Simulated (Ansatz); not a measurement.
The parent structure is TiN in the rock salt structure (space group Fm-3m, No. 225; a = 4.2339 Å; relaxed with 0.1 eV smearing). Axes: x, y, z lie along the cube axes.

All numbers come from r2SCAN (Ansatz, a quantum-chemistry and plane-wave program, PAW, no spin-orbit coupling), earlier PAW set.

Before the change:

```
Property           Value
---------------  -------
Volume per atom  9.49 Å³
```

It is then changed as follows: uniaxial stress, 2 GPa tension along z; all other stress components relax to zero.

Problem. Estimate the effect on the mean lateral Poisson ratio and volume per atom.

Solution. The mean lateral Poisson ratio amounts to 0.18; the volume per atom goes up by 0.02 Å³, from 9.49 Å³ to 9.51 Å³.

Load acts through the strain it causes; cell and atoms are relaxed under it. Beyond what the load breaks, stability against distortions was not tested. The final runs are not spin-polarised. An odd electron count without spin: TiN.
